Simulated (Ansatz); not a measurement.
# Fluorite AuAl2

Computed with PBE0 in Ansatz (PAW).

Settings: plane-wave cutoff 460 eV, 8×8×8 k mesh, Fermi–Dirac smearing 0.05 eV, scalar-relativistic PAW data made under PBE.

Cell: relaxed at this level.

```json
{
 "volume_per_atom": "18.11 Å³/atom",
 "bulk modulus B0": "117 GPa",
 "lattice_constant_a": "6.012 Å",
 "pressure derivative B′ of the bulk modulus": "4.7"
}
```

Spin–orbit coupling is not included; it can shift volumes and moduli of such heavy elements.

The computed numbers hold no vibrational or temperature effects.

It cost very roughly 16 core-minutes of CPU time.

Ansatz is an electronic-structure program.
